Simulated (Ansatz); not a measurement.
**Be2C: energy against strain**

Be2C (antifluorite, Fm-3m, 6.675 Å³/atom at rest) under an equal strain ε in the (111) plane with the normal axis free, as in a coherent film. PBEsol in Ansatz, a plane-wave DFT program (PAW, default set), 420 eV, 13×13×13 Γ-centred mesh, Fermi-Dirac smearing 0.05 eV; ions are relaxed within the symmetry of each cell.

Here s stands for strain and y for E less E0.

| strain (%) | E less E0 (meV/atom) |
|---|---|
| -1.25 | 3.60 |
| -0.83 | 1.57 |
| -0.42 | 0.40 |
| 0.00 | 0.00 |
| 0.42 | 0.38 |
| 0.83 | 1.50 |
| 1.25 | 3.37 |
| 2.50 | ? |

Q: Fit y against s with a parabola, and predict the withheld value at s = 2.50.

A: Least squares gives y = -0.002 - 0.0729·s + 2.2318·s². Residuals (row less fit): 0.024, -0.026, -0.022, 0.002, 0.019, 0.025, -0.024; standard error 0.029 (degrees of freedom: 4). Twice the quadratic coefficient over the volume, 2 × 2.2318 meV × 10⁴ × 0.1602 / 6.675 Å³, is twice the biaxial elastic modulus of this plane = 1071 ± 9 GPa. At the withheld row, y = -0.002 - 0.0729 × 2.50 + 2.2318 × 2.50² = 13.764 meV/atom. The calculation gives 13.07 meV/atom, 0.694 meV/atom below the prediction (5.3 % of the range of y in the table). The row lies outside the fitted rows, so this is an extrapolation. From the scatter of the fitted rows alone, a prediction at this place has a standard error of 0.110 meV/atom, so the miss is 6.3 times that.

One order more, fitted to all 13 runs of the series, follows each within 0.01, so the miss is the next term of a smooth law. Rows are the converged runs of the series near zero and its far end; series whose fitted rows scatter by over a few per cent of the range, as at a crossing or softening among them, aren't shown in this form. Most that stay on the fit to the last digits aren't either.
